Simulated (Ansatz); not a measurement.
**ZnSe: band gap against strain**

ZnSe (zinc blende, F-43m, 22.732 Å³/atom at rest, cube axes along x, y and z) under an equal strain ε along all three axes. r2SCAN in Ansatz, a plane-wave DFT program (PAW, default set), 500 eV, 10×10×10 Γ-centred mesh, Fermi-Dirac smearing 0.05 eV; ions are relaxed within the symmetry of each cell. Gaps are the smallest over the k-mesh and a band path, without spin-orbit coupling; in all rows the valence edge lies at Γ and the conduction edge at Γ.

Here s stands for strain and Eg for gap.

| strain (%) | gap (eV) |
|---|---|
| -3.00 | ? |
| -1.50 | 2.066 |
| -1.00 | 1.999 |
| -0.50 | 1.933 |
| 0.00 | 1.868 |
| 0.50 | 1.804 |
| 1.00 | 1.741 |
| 1.50 | 1.679 |

### Question
Using a straight line, estimate the missing Eg at s = -3.00 from the other rows, showing the fit.

### Answer
Means: s 0, Eg 1.8700. About the means, the sum of products is -0.90300 and the sum of squares of s is 7.0000; the slope is their ratio. Least squares gives Eg = 1.8700 - 0.12900·s. Residuals (row less fit): 0.0025, 0.0000, -0.0015, -0.0020, -0.0015, 0.0000, 0.0025; standard error 0.0020 (degrees of freedom: 5). Over these rows the gap moves by -13 ± 0.08 eV per unit strain, or -4.3 eV per unit of ln V. At the withheld row, Eg = 1.8700 - 0.12900 × (-3.0) = 2.2570 eV. The calculation gives 2.272 eV, 0.0150 eV above the prediction (2.5 % of the range of Eg in the table). The row lies outside the fitted rows, so this is an extrapolation. From the scatter of the fitted rows alone, a prediction at this place has a standard error of 0.0032 eV, so the miss is 4.7 times that.

One order more, fitted to all 13 runs of the series, follows each within 0.001, so the miss is the next term of a smooth law. Other structures, which can take over under pressure, weren't tried. Spin-orbit coupling is left out, which can shift this property for ZnSe. Rows are the converged runs of the series near zero and its far end; series whose fitted rows scatter by over a few per cent of the range, as at a crossing or softening among them, aren't shown in this form. Most that stay on the fit to the last digits aren't either.
